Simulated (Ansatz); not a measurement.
```
CELL_PARAMETERS angstrom
     19.50000     0.00000     0.00000
      0.00000    19.50000     0.00000
      0.00000     0.00000     2.51325
ATOMIC_POSITIONS crystal
  B  0.70953 0.53691 0.50000
  N  0.70262 0.57373 0.00000
  B  0.66300 0.63673 0.00000
  N  0.63861 0.66516 0.50000
  B  0.57280 0.69991 0.50000
  N  0.53746 0.71234 0.00000
  B  0.46309 0.70953 0.00000
  N  0.42627 0.70262 0.50000
  B  0.36327 0.66300 0.50000
  N  0.33484 0.63861 0.00000
  B  0.30009 0.57280 0.00000
  N  0.28766 0.53746 0.50000
  B  0.29047 0.46309 0.50000
  N  0.29738 0.42627 0.00000
  B  0.33700 0.36327 0.00000
  N  0.36139 0.33484 0.50000
  B  0.42720 0.30009 0.50000
  N  0.46254 0.28766 0.00000
  B  0.53691 0.29047 0.00000
  N  0.57373 0.29738 0.50000
  B  0.63673 0.33700 0.50000
  N  0.66516 0.36139 0.00000
  B  0.69991 0.42720 0.00000
  N  0.71234 0.46254 0.50000
```

Method: PBE (plane waves to 420 eV, PAW; Ansatz, a first-principles code). Mesh 1×1×12. No spin polarisation. It repeats along c; a and b span vacuum. An idealised model, rolled from the flat sheet. It keeps the symmetry and period of its start, so it need not be a minimum against all distortions.

Q: Tabulate the two highest filled and two lowest empty levels along the axis, from the valence top.

A: 
```csv
k (2π/c),v2 (eV),v1 (eV),c1 (eV),c2 (eV)
0.000,-1.30,-0.76,4.34,4.82
0.042,-1.28,-0.73,4.38,4.83
0.083,-1.20,-0.66,4.51,4.85
0.125,-1.07,-0.55,4.72,4.87
0.167,-0.92,-0.41,4.88,–
0.208,-0.74,-0.26,4.87,–
0.250,-0.55,-0.11,4.82,–
0.292,-0.39,-0.02,4.76,–
0.333,-0.30,-0.01,4.72,4.86
0.375,-0.32,-0.13,4.77,4.77
0.417,-0.48,-0.40,4.71,4.71
0.458,-0.78,-0.78,4.65,4.65
0.500,-0.96,-0.96,4.54,4.54
```
A dash stands for levels within 1 eV of the vacuum level or above it.
